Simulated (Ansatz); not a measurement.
The reference is TlBiS2 (space group R-3m, No. 166).

```yaml
crystal:
  lattice:
    - [2.04267, 1.17933, 7.23198]
    - [-2.04267, 1.17933, 7.23198]
    - [0.00000, -2.35867, 7.23198]
  atoms:
    - { symbol: Tl, position: [0.50000, 0.50000, 0.50000] }
    - { symbol: Bi, position: [0.00000, 0.00000, 0.00000] }
    - { symbol: S, position: [0.26124, 0.26124, 0.26124] }
    - { symbol: S, position: [0.73876, 0.73876, 0.73876] }
```

Cartesian axes are those of the cell as printed.

Computed with PBEsol in Ansatz (plane waves to 420 eV, PAW, no spin-orbit coupling).

Base values:

Gap character: direct at Γ

Perturbation: uniaxial strain ε_xx = −1.80 %, all other strain components held at zero, atoms relaxed at fixed cell.

**Question.** Predict the new gap character and energy relative to the base.

**Answer.** The gap character stays direct at Γ; the energy increases by 2.4 meV/atom.

Spin-orbit coupling, missing from the scalar runs, can matter with Bi and Tl. Stability against distortions was not tested. The zero or small gap of TlBiS2 can change with the level of theory. Labels are those of the standard path for the cell's own space group.

Ansatz is a first-principles code.
